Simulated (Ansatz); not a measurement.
# GaN, response to strain

Base system: GaN in the zinc blende structure (space group F-43m, No. 216; a = 4.498 Å).

Strains are applied to the cell and any free atomic positions relax.

The values are results of Ansatz (a first-principles code) PBEsol, scalar-relativistic without spin-orbit coupling, not measurements.

| isotropic strain (%) | pressure (GPa) |
|---|---|
| -0.79 | 4.7 |
| -0.61 | ? |
| 0 | 0.0 |
| 1.46 | -7.4 |

### Question
Fit P = P₀ − Bδ with δ = (1 + ε)³ − 1 to the rows shown and predict the withheld row.

### Answer
Least squares on the printed values gives P₀ = 0.3 GPa, B = 177 GPa (a mean over the range) (largest residual 0.3 GPa); this predicts 3.5 GPa, and the run gives 3.6 GPa, in agreement.

Whether these cells are dynamically stable was not tested. This is not the structure that GaN has at room temperature and ambient pressure.
